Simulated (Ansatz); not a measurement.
Functionals compared on the (0001) surface of hcp Cd in its 1x1 cell, outermost plane spacing 2.86 Å in the ideal cut, in Ansatz (plane waves, PAW). The structure was relaxed with PBE; the other rows are single points on it, each with its references at the same level. Cutoff 420 eV (500 eV for r2SCAN).

Slab: 5 atoms, 11.4 Å thick at the start; k 14x14x1, smearing 0.1 eV, dipole-corrected; all atoms relaxed; held to the start's symmetry, so lower structures may exist; no spin, no spin-orbit, no U. These notes are the PBE run's.

```csv
functional,surface energy (J/m²),work function of the top face (eV),rough cost of the single point
PBE,0.21,3.73,–
LDA,0.35,4.07,about 17 core-seconds (a rough figure)
PBEsol,0.30,3.84,about 16 core-seconds (a rough figure)
RPBE,0.12,3.57,about 16 core-seconds (a rough figure)
r2SCAN,0.27,3.75,about 30 core-seconds (a rough figure)
```

Ansatz is a quantum-chemistry and plane-wave program.
